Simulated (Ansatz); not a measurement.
Consider the energy of the reaction as written. Reaction: cell B → cell A. The sign is products less reactants.

Cell A: a sheet of composition Ir, 1 atom, square cell of 2.45 Å (6.0 Å²), symmetry P4/mmm, 0.0 Å thick under 16 Å of vacuum, in-plane vectors relaxed; planes from bottom to top: Ir; a model cell; spin state with PBE: no moments, k-point mesh 24×24×1.
```yaml
crystal:
  lattice:
    - [2.45290, 0.00000, 0.00000]
    - [0.00000, 2.45290, 0.00000]
    - [0.00000, 0.00000, 16.00000]
  atoms:
    - { symbol: Ir, position: [0.00000, 0.00000, 0.50000] }
```

Cell B: a sheet of composition Ir, 1 atom, hexagonal cell of 2.56 Å (5.7 Å²), symmetry P6/mmm, 0.0 Å thick under 16 Å of vacuum, in-plane vectors relaxed; planes from bottom to top: Ir; a model cell; spin state with PBE: net moment 0.2 μB a cell, k-point mesh 30×30×1.
```
CELL_PARAMETERS angstrom
      2.56352     0.00000     0.00000
     -1.28176     2.22007     0.00000
      0.00000     0.00000    16.00000
ATOMIC_POSITIONS crystal
  Ir 0.00000 0.00000 0.50000
```

Computed with Ansatz (plane waves, PAW), its PAW set soft_1, cutoff 420 eV, 500 eV for r2SCAN. The structures are at rest with PBE; other levels are single points on them. Neutral cells; Fermi-Dirac smearing of at most 0.10 eV in the solids, energies taken to zero width. The lattices are those relaxed with PBE, so at other levels the solids can be strained, which adds to the spread. A dispersion term (D3(BJ), or D4 for r2SCAN) was computed beside these levels and is taken off wherever the name lacks it. Nuclei at rest; no vibrational terms. The runs are scalar-relativistic, without spin-orbit coupling. Spin states are those reached from the starting moments, not proven ground states. The state moves with the level: B has a net moment of 0.6 μB with r2SCAN and 0.2 μB with PBE. Small moments in a metal shrink under a smearing of 0.1 eV, so the spin state is less sure. Cell A has symmetry P4/mmm and got no random move, so less symmetric positions, which may lie lower, weren't tried. Cell B has symmetry P6/mmm and got no random move, so less symmetric positions, which may lie lower, weren't tried.

Problem. Predict the value from PBE.

Solution. 0.42 eV, for cell B → cell A.

Problem. List the value at the remaining levels and say how far they part.

Solution. 
```tsv
Functional	value (eV)	less PBE
r2SCAN	0.46	0.04
```

The levels span only 0.04 eV, too little to tell them apart.

Ansatz is a first-principles code.
